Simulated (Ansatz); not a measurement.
Consider Sc-vacancy pair (Sc on one host Al site, one Al site vacant) in wurtzite AlN, charge state -3. The step: a nearby Al atom hops onto the vacant site (Sc-vacancy distance between ideal sites 3.09 → 4.40 Å); the atom moves 3.04 Å along (0.00, -0.97, 0.01) of the unit cell; the moving atom starts with neighbours N at 1.80, N at 1.90, N at 1.92, N at 1.94 Å and ends with N at 1.80, 2 N at 1.90, N at 1.94 Å. A PBE band in Ansatz (plane-wave PAW, the Γ point alone, 72 host sites, 22 SCF runs with any check of the saddle's order, static, no finite-size correction) gives a forward barrier of 2.46 eV. The saddle point's order was not checked. The charge state is imposed; whether it is stable for some Fermi level was not computed. Forms of the defect that were not tried may lie lower. The start lies 0.27 eV above the lowest site run (PBE).

Single points at the band's start and saddle point can refine it. Rough cost of one point, in units of the band's mean SCF on the same machine:

```
Level                                                     Cost of one point
--------------------------------------------------------  -----------------
PBE, a 2×2×2 k-point mesh shifted by half a step along c            about 6
r2SCAN at 500 eV, the Γ point alone                                 about 4
```

Problem. Which of these move the barrier by more than 0.1 eV, and how far does each move it?

Solution. PBE, a 2×2×2 k-point mesh shifted by half a step along c: -0.16 eV; r2SCAN at 500 eV, the Γ point alone: +0.25 eV. Each functional is compared with PBE at the same k-points.

Ansatz is a program for electronic structure.
